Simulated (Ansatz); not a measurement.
We look at the energy of the reaction as written. Reaction: cell B + 9 Ga (Cmce) → cell A + 9 Al (fcc). The sign is products less reactants.

Cell A: a stack of composition Al36Ga9H2O built on Al (fcc, Fm-3m) (111), with 36 atoms on that crystal's sites, 48 atoms, hexagonal cell of 8.45 Å (61.8 Å²), symmetry P1, 12.3 Å thick under 15 Å of vacuum, in-plane vectors held at the crystal's, which may strain the added film; planes from bottom to top: Al9 × 4 | Ga9 | H2O; spin state with PBE: run without spin, k-point mesh 5×5×1.
```xyz
48
Lattice="8.4480 0.0000 0.0000 4.2240 7.3162 0.0000 0.0000 0.0000 27.6553" Properties=species:S:1:pos:R:3 pbc="T T T"
Al     8.4482     1.6391     7.8626
Al     2.8171     1.6398     7.8574
Al     5.6314     1.6398     7.8573
Al     9.8560     4.0784     7.8549
Al     4.2242     4.0771     7.8545
Al     7.0405     4.0784     7.8548
Al    11.2646     6.5165     7.8592
Al     5.6319     6.5166     7.8593
Al     8.4482     6.5166     7.8533
Al     0.0002     0.0138    10.2201
Al     2.8178     0.0139    10.2205
Al     5.6307     0.0139    10.2205
Al     1.4088     2.4542    10.2225
Al     4.2243     2.4536    10.2226
Al     7.0397     2.4542    10.2225
Al     2.8153     4.8911    10.2210
Al     5.6332     4.8911    10.2211
Al     8.4483     4.8928    10.2141
Al     1.4104     0.8279    12.5380
Al     4.2243     0.8272    12.5432
Al     7.0382     0.8278    12.5380
Al     2.8164     3.2675    12.5426
Al     5.6322     3.2675    12.5427
Al     8.4483     3.2690    12.5423
Al     4.2243     5.7046    12.5383
Al     7.0411     5.7047    12.5445
Al     9.8555     5.7048    12.5445
Al     8.4483     1.6457    14.8743
Al     2.8141     1.6401    14.8935
Al     5.6345     1.6400    14.8936
Al     9.8580     4.0801    14.8937
Al     4.2243     4.0831    14.8969
Al     7.0386     4.0801    14.8938
Al    11.2638     6.5194    14.8858
Al     5.6329     6.5193    14.8856
Al     8.4484     6.5195    14.8928
Ga     0.0008     0.0401    17.3570
Ga     2.8165     0.0127    17.3240
Ga     5.6320     0.0128    17.3241
Ga     1.4111     2.4579    17.3258
Ga     4.2242     2.4499    17.3232
Ga     7.0376     2.4576    17.3256
Ga     2.8182     4.8953    17.3212
Ga     5.6305     4.8950    17.3215
Ga     8.4483     4.8895    17.3321
O     -0.0032    -0.2222    20.1380
H     11.8913     6.5084    20.1136
H      4.9735     6.4768    20.1106
```

Cell B: a slab of Al (fcc, Fm-3m) cut along (111), 48 atoms, hexagonal cell of 8.45 Å (61.8 Å²), symmetry P1, 11.9 Å thick under 16 Å of vacuum, in-plane vectors held at the crystal's; planes from bottom to top: Al9 × 5 | H2O, its two faces unlike (dipole correction applied); added, foreign or displaced atoms, above the top plane: H2O bound through O to 1 Al at 2.16 Å; spin state with PBE: run without spin, k-point mesh 5×5×1.
```xyz
48
Lattice="8.4480 0.0000 0.0000 4.2240 7.3162 0.0000 0.0000 0.0000 27.5570" Properties=species:S:1:pos:R:3 pbc="T T T"
Al     8.4482     1.6297     7.9041
Al     2.8159     1.6331     7.8985
Al     5.6325     1.6331     7.8984
Al     9.8570     4.0713     7.9002
Al     4.2242     4.0722     7.8955
Al     7.0394     4.0713     7.9001
Al    11.2669     6.5120     7.8999
Al     5.6295     6.5120     7.9000
Al     8.4482     6.5116     7.8970
Al     0.0002     0.0068    10.2610
Al     2.8176     0.0071    10.2628
Al     5.6308     0.0072    10.2627
Al     1.4089     2.4464    10.2653
Al     4.2243     2.4466    10.2597
Al     7.0395     2.4464    10.2652
Al     2.8156     4.8838    10.2627
Al     5.6329     4.8838    10.2627
Al     8.4482     4.8858    10.2547
Al     1.4088     0.8180    12.5840
Al     4.2243     0.8166    12.5864
Al     7.0396     0.8180    12.5841
Al     2.8147     3.2587    12.5852
Al     5.6338     3.2587    12.5852
Al     8.4482     3.2557    12.5910
Al     4.2242     5.6986    12.5840
Al     7.0373     5.6986    12.5931
Al     9.8592     5.6986    12.5931
Al     8.4483     1.6259    14.9114
Al     2.8136     1.6284    14.9121
Al     5.6349     1.6283    14.9122
Al     9.8560     4.0717    14.9075
Al     4.2243     4.0720    14.9096
Al     7.0404     4.0716    14.9077
Al    11.2741     6.5156    14.9252
Al     5.6226     6.5155    14.9250
Al     8.4483     6.5069    14.9107
Al     0.0007     0.0342    17.4362
Al     2.8181     0.0036    17.2685
Al     5.6299     0.0035    17.2686
Al     1.4128     2.4467    17.2617
Al     4.2241     2.4402    17.2535
Al     7.0355     2.4464    17.2618
Al     2.8150     4.8756    17.2562
Al     5.6332     4.8755    17.2569
Al     8.4481     4.8777    17.2641
O     -0.0027    -0.1087    19.5937
H     11.8782     6.6507    19.7621
H      4.9896     6.6201    19.7629
```

Reference: Al (fcc, Fm-3m), 9 atoms in the cell, a perfect crystal on lattice vectors that match the other cells', k-point mesh 5×5×15 on the run's own vectors.

Reference: Ga (Cmce), 4 atoms in the cell, k-point mesh 16×16×14 on the run's own vectors. Conventional cell: a = 4.513 Å, b = 7.630 Å, c = 4.507 Å, α = β = γ = 90.00°.

Plane-wave PAW calculations with Ansatz (an electronic-structure program), its PAW set soft_1, cutoff 420 eV, 500 eV for r2SCAN. The structures are at rest with PBE+D3(BJ), within the held lattices; other levels are single points on them. Neutral cells; Fermi-Dirac smearing of at most 0.10 eV in the solids, energies taken to zero width. The lattices are those relaxed with PBE+D3(BJ) or held as stated, so at other levels the solids can be strained, which adds to the spread. Larger cells are relaxed from a start prepared with the learned potential CHGNet, on a coarser mesh till forces fall under 0.03 eV/Å, which some starts already meet. A dispersion term (D3(BJ), or D4 for r2SCAN) was computed beside these levels and is taken off wherever the name lacks it. Static lattices, no vibrational contributions. Cells are local rest points, mostly with their start's symmetry. No correction for cell size.

Task: Estimate the value that PBE+D3(BJ) returns for this input.

Result: -1.32 eV, for cell B + 9 Ga (Cmce) → cell A + 9 Al (fcc).

Task: What do the other levels give, and how wide is the spread?

Result: 
```csv
Method,value (eV),less PBE+D3(BJ)
PBE,-0.89,0.43
r2SCAN,-0.15,1.17
r2SCAN+D4,-0.18,1.14
```

The levels span 1.17 eV, from PBE+D3(BJ) (-1.32) to r2SCAN (-0.15).
